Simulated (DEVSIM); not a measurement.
**abrupt In0.53Ga0.47As p-n junction**

Structure: abrupt In0.53Ga0.47As p-n junction, at 300 K.

```
layer (left to right)        material  thickness (μm)  Nd (cm⁻³)  Na (cm⁻³)  τn (s)  τp (s)
---------------------  --------------  --------------  ---------  ---------  ------  ------
1                      In0.53Ga0.47As            3.00          -     1.1e16  3.5e-8  3.5e-8
2                      In0.53Ga0.47As            5.00     1.8e16          -  3.5e-8  3.5e-8
```

Left contact: ohmic. Right contact: ohmic. Voltage is applied to the left contact. Recombination: SRH at mid-gap, radiative, Auger. Mobility is constant in doping.

Constants are typed, rounded textbook-type inputs, not results; the design itself was drawn at random and stands for no fabricated device. Values at 300 K.

| parameter | In0.53Ga0.47As |
|---|---|
| gap (eV) | 0.74 |
| affinity (eV) | 4.51 |
| permittivity | 13.9 |
| Nc (cm⁻³) | 2.1e17 |
| Nv (cm⁻³) | 7.7e18 |
| μn (cm²/Vs) | 12000 |
| μp (cm²/Vs) | 300 |
| B (cm³/s) | 9.6e-11 |
| Cn (cm⁶/s) | 5e-29 |
| Cp (cm⁶/s) | 5e-29 |

Model (solved in DEVSIM): 1D drift-diffusion, Boltzmann statistics, complete ionisation; no tunnelling, impact ionisation, image-force lowering or self-heating.

The potential step across the device at zero bias is 0.507 V and the largest field in the device at zero bias is 28000 V/cm. The dark forward voltage at 1 A/cm² is 0.299 V and the dark forward voltage at 100 A/cm² comes out as 0.422 V.

Small-signal capacitance in reverse bias (quasi-static):

```json
[
 {"V (V)": "-0.1", "C (nF/cm²)": "34.8"},
 {"V (V)": "-0.25", "C (nF/cm²)": "30.9"},
 {"V (V)": "-0.5", "C (nF/cm²)": "26.5"},
 {"V (V)": "-0.75", "C (nF/cm²)": "23.6"},
 {"V (V)": "-1", "C (nF/cm²)": "21.5"},
 {"V (V)": "-1.5", "C (nF/cm²)": "18.6"},
 {"V (V)": "-2", "C (nF/cm²)": "16.6"},
 {"V (V)": "-2.5", "C (nF/cm²)": "15.1"},
 {"V (V)": "-3.25", "C (nF/cm²)": "13.5"},
 {"V (V)": "-4", "C (nF/cm²)": "12.3"},
 {"V (V)": "-5", "C (nF/cm²)": "11.1"}
]
```

Dark forward current:

```json
[
 {"V (V)": "0.05", "J (A/cm²)": "6.9e-5"},
 {"V (V)": "0.10", "J (A/cm²)": "0.00050"},
 {"V (V)": "0.15", "J (A/cm²)": "0.0033"},
 {"V (V)": "0.20", "J (A/cm²)": "0.022"},
 {"V (V)": "0.25", "J (A/cm²)": "0.15"},
 {"V (V)": "0.30", "J (A/cm²)": "1.0"},
 {"V (V)": "0.35", "J (A/cm²)": "7.1"},
 {"V (V)": "0.40", "J (A/cm²)": "47"},
 {"V (V)": "0.45", "J (A/cm²)": "260"},
 {"V (V)": "0.50", "J (A/cm²)": "980"},
 {"V (V)": "0.55", "J (A/cm²)": "2400"}
]
```
